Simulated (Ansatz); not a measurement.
Base system: Ge in the diamond structure (space group Fd-3m, No. 227; a = 5.674 Å). Axes: x, y, z lie along the cube axes.

Level of theory: r2SCAN/PAW in Ansatz (a first-principles code), spin-orbit coupling left out.

Before the change:

The band gap comes out as 0.36 eV and the pressure is 0.01 GPa. The gap character is direct at Γ.

It is then changed as follows: uniaxial strain ε_zz = −2.00 %, all other strain components held at zero, atoms relaxed at fixed cell.

Question: Predict the new band gap, pressure, gap character and energy relative to the base.

Answer: The band gap rises by 0.03 eV to 0.39 eV; the pressure (mean of the normal stresses, compression positive) increases by 1.51 GPa, from 0.01 GPa to 1.52 GPa; the gap character goes from direct at Γ to indirect, Γ → N; the energy increases by 3.7 meV/atom.

No phonon test of stability was made. The real Ge has an indirect gap at ambient pressure; r2SCAN orders its close-lying valleys differently. k-point labels follow each cell's own Brillouin zone.
